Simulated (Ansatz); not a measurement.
The parent structure is Be3As2 (space group P-3m1, No. 164; a = 3.5989 Å, c = 5.9602 Å; a hypothetical phase, not in the database extracts checked). Axes: x lies along a and z along c of the hexagonal cell.

It is then changed as follows: biaxial strain −1.44 %, plane normal [001], relaxed out of plane (Cartesian); in-plane vectors clamped, the third vector and the atoms free.

Levels (all Ansatz, a quantum-chemistry and plane-wave program, PAW): PBEsol (420 eV, no SOC); r2SCAN (500 eV, scalar-relativistic without spin-orbit coupling).

The geometry is relaxed with PBEsol.

- PBEsol pressure: 2.3 GPa

**Question.** Predict the pressure from r2SCAN.

**Answer.** The pressure grows by 2.1 GPa (2.3 GPa → 4.4 GPa).

Single points use the geometry relaxed with PBEsol. Their cutoffs differ, which shifts pressures a little. No phonon test of stability was made. All final runs are without spin polarisation.
